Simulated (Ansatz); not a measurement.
# Os: pressure series

The reference is Os in the hcp (Mg type) structure (space group P6_3/mmc, No. 194; a = 2.729 Å, c = 4.307 Å).

Cell and atoms are relaxed at each pressure.

Method: DFT with PBEsol, PAW potentials and a 420 eV plane-wave cutoff in Ansatz (a program for electronic structure), no spin-orbit coupling, earlier PAW set.

```tsv
pressure (GPa)	volume per atom (Å³/atom)
-2	13.958
-1	13.926
0	13.893
3	13.798
7	?
15	13.453
30	13.081
50	12.660
75	12.219
```

Fit the third-order Birch–Murnaghan form P(V) = (3B₀/2)[(V₀/V)^(7/3) − (V₀/V)^(5/3)]·[1 + (3/4)(B₀′ − 4)((V₀/V)^(2/3) − 1)] (squares taken in P) to the rows shown and predict the withheld row.

Least squares on the printed values gives V₀ = 13.893 Å³/atom, B₀ = 433 GPa, B₀′ = 4.6; this predicts 13.678 Å³/atom, and the run gives 13.678 Å³/atom, in agreement.

Load acts through the strain it causes; cell and atoms are relaxed under it. Stability against distortions was not tested. No other phases were tried under pressure. All final runs are without spin polarisation.
